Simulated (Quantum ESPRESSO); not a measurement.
Input and output of a self-consistent single point for Cs (Im-3m, 1 atom in the cell) (Quantum ESPRESSO).

Method: PBEsol, PSlibrary ultrasoft (PBE) pseudopotentials (plane waves; Quantum ESPRESSO).

The change in words: lattice scaled by 0.98; ecutwfc: 50 Ry → 80 Ry; pseudopotentials: {Cs: Cs.upf} → {Cs: Cs.pbe-spn-rrkjus_psl.1.0.0.UPF}; ecutrho: default → 560 Ry; input_dft: default → pbesol. Reference geometry:
```xyz
1
Lattice="-3.0347 3.0347 3.0347 3.0347 -3.0347 3.0347 3.0347 3.0347 -3.0347" Properties=species:S:1:pos:R:3 pbc="T T T"
Cs     0.0000     0.0000     0.0000
```

Reference input (self-consistent single point, DFT, PBEsol, plane waves, PseudoDojo standard norm-conserving (PBESOL) pseudopotentials): ecutwfc = 50 Ry; occupations = smearing; smearing = gauss; degauss = 0.0073499 Ry; potentials = {Cs: Cs.upf}; K_POINTS = automatic 5 5 5 0 0 0; conv_thr = 1e-08 Ry; mixing_beta = 0.7. This run's input differs from it in these lines:

```diff
@@ -12,3 +12,4 @@
   ntyp = 1
-  ecutwfc = 50
+  ecutwfc = 80
+  ecutrho = 560
   occupations = 'smearing'
@@ -16,2 +17,3 @@
   degauss = 0.0073499
+  input_dft = 'pbesol'
 /
@@ -22,3 +24,3 @@
 ATOMIC_SPECIES
-Cs   132.9055  Cs.upf
+Cs   132.9055  Cs.pbe-spn-rrkjus_psl.1.0.0.UPF
 ATOMIC_POSITIONS crystal
@@ -28,5 +30,5 @@
 CELL_PARAMETERS bohr
-  -5.734846357     5.734846357     5.734846357
-   5.734846357    -5.734846357     5.734846357
-   5.734846357     5.734846357    -5.734846357
+  -5.620149430     5.620149430     5.620149430
+   5.620149430    -5.620149430     5.620149430
+   5.620149430     5.620149430    -5.620149430
```

Log, with long lists cut:

```
     Self-consistent Calculation

     iteration #  1     ecut=    80.00 Ry     beta= 0.70
     c_bands:  1 eigenvalues not converged

     Threshold (ethr) on eigenvalues was too large:
     Diagonalizing with lowered threshold

     c_bands:  1 eigenvalues not converged
     c_bands:  5 eigenvalues not converged
     c_bands:  2 eigenvalues not converged
     c_bands:  1 eigenvalues not converged

     total energy              =     -53.88498303 Ry
     estimated scf accuracy    <       0.00193777 Ry

     iteration #  2     ecut=    80.00 Ry     beta= 0.70
     c_bands:  2 eigenvalues not converged

     total energy              =     -53.88541495 Ry
     estimated scf accuracy    <       0.00004707 Ry

     iteration #  3     ecut=    80.00 Ry     beta= 0.70

     total energy              =     -53.88543957 Ry
     estimated scf accuracy    <       0.00000831 Ry

     iteration #  4     ecut=    80.00 Ry     beta= 0.70

     total energy              =     -53.88544163 Ry
     estimated scf accuracy    <       0.00000020 Ry

     iteration #  5     ecut=    80.00 Ry     beta= 0.70

     total energy              =     -53.88544246 Ry
     estimated scf accuracy    <       0.00000002 Ry

     iteration #  6     ecut=    80.00 Ry     beta= 0.70
     End of self-consistent calculation

     the Fermi energy is     2.6181 ev

!    total energy              =     -53.88544247 Ry
     estimated scf accuracy    <          5.2E-09 Ry
     smearing contrib. (-TS)   =      -0.00070664 Ry
     internal energy E=F+TS    =     -53.88473583 Ry

     convergence has been achieved in   6 iterations

     Forces acting on atoms (cartesian axes, Ry/au):

     atom    1 type  1   force =     0.00000000    0.00000000    0.00000000

     Total force =     0.000000     Total SCF correction =     0.000000

          total   stress  (Ry/bohr**3)                   (kbar)     P=        0.55
   0.00000375   0.00000000   0.00000000            0.55        0.00        0.00
   0.00000000   0.00000375   0.00000000            0.00        0.55        0.00
   0.00000000   0.00000000   0.00000375            0.00        0.00        0.55

   JOB DONE.
```

The run converged in 6 iterations. Against the reference run the pressure goes from -0.07 to 0.06 GPa. The full log also holds: “c_bands:  1 eigenvalues not converged”. The full log also holds: “c_bands:  5 eigenvalues not converged”.

The starting cell has typed, rounded lattice constants, without a prior relaxation at this level. Its lattice was rescaled by up to half a per cent. For this run, on top of that: lattice scaled by 0.98.

Cost on one core of a shared machine: roughly 60 s.
